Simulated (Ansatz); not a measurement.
Base system: SnTe in the rock salt structure (space group Fm-3m, No. 225; a = 6.2891 Å). Axes: x, y, z lie along the cube axes.

All numbers come from PBEsol (Ansatz, an electronic-structure program; PAW; 420 eV plane waves; spin-orbit coupling left out).

It is then changed as follows: an isotropic linear strain of −1.00 %; the atoms relax in the strained cell.

Problem. Predict the stress tensor and what it implies for the stiffness.

Solution. Stress of the strained cell less that of the base (GPa, compression positive):
```
   1.52    0.00    0.00
   0.00    1.52    0.00
   0.00    0.00    1.52
```

Then B = −ΔP/(ΔV/V₀) with ΔV/V₀ = -0.0297 gives secant stiffness values (nonlinear terms included at this strain): B ≈ 51 GPa.

As a check, the harmonic strain energy −½ V₀ Δσ:ε is 4.4 meV/atom; the computed energy rise is 4.2 meV/atom.

Stability against distortions was not tested.
